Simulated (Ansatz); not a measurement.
## Pressure series in NiSi

Take NiSi (space group Pnma, No. 62; a = 5.190 Å, b = 3.350 Å, c = 5.624 Å; non-magnetic) as the base.

Cell and atoms are relaxed at each pressure.

Method: PBE, PAW, 420 eV (Ansatz, a program for electronic structure; no spin-orbit coupling), earlier PAW set.

Notes on the quantities. enthalpy: H = E + PV relative to the base's energy.

```
case                   enthalpy     density  shortest interatomic distance
----------------  -------------  ----------  -----------------------------
base                          –  5.89 g/cm³                       228.7 pm
pressure −2 GPa   -0.15 eV/atom         [?]                       229.4 pm
pressure −1 GPa   -0.08 eV/atom  5.86 g/cm³                       229.1 pm
pressure 0.3 GPa  +0.02 eV/atom         [?]                       228.6 pm
pressure 0.7 GPa  +0.05 eV/atom  5.92 g/cm³                       228.5 pm
pressure 1.5 GPa  +0.11 eV/atom  5.95 g/cm³                       228.3 pm
pressure 3 GPa    +0.23 eV/atom  6.00 g/cm³                            [?]
pressure 5 GPa    +0.38 eV/atom  6.06 g/cm³                            [?]
pressure 7.5 GPa  +0.56 eV/atom  6.14 g/cm³                       226.5 pm
pressure 10 GPa   +0.74 eV/atom  6.22 g/cm³                       225.9 pm
```

**Question.** Some entries are withheld; estimate them.

**Answer.** 
- pressure −2 GPa, density: 5.82 g/cm³
- pressure 0.3 GPa, density: 5.91 g/cm³
- pressure 3 GPa, shortest interatomic distance: 227.8 pm
- pressure 5 GPa, shortest interatomic distance: 227.2 pm

Load acts through the strain it causes; cell and atoms are relaxed under it. Stability against distortions was not tested. Competing high-pressure phases were not computed. Seeded moments were not kept for the base. All final runs are without spin polarisation.
